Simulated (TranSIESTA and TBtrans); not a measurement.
Run with TranSIESTA and TBtrans (open boundaries, self-consistent; PseudoDojo norm-conserving potentials, scalar-relativistic): PAO.BasisSize DZP, PAO.EnergyShift 0.15 eV, XC.Authors PBE, Mesh.Cutoff 200 Ry, ElectronicTemperature 300 K, TS.Voltage 0.0 eV, TBT.Elecs.Eta 0.001 eV, no spin polarisation.

Device: Pb chain with a Cl atom beside one bond. Leads: straight Pb chain, spacing 2.85 Å. Geometry: 3 atoms about the centre moved by SIESTA (PBE, DZP) to a largest force of 0.02 eV/Å, all others as built.

**Question.** Give the largest eigenchannel transmissions at the Fermi level (four at most) and the total.

**Answer.** 1.00, 0.92, 0.038; total 1.96. The straight chain is held at its spacing; free chains may zigzag or dimerise. No spin-polarised start was tried, so a magnetic state, if there is one, is missed. Spin-orbit coupling, left out here, matters for the heavy atoms.
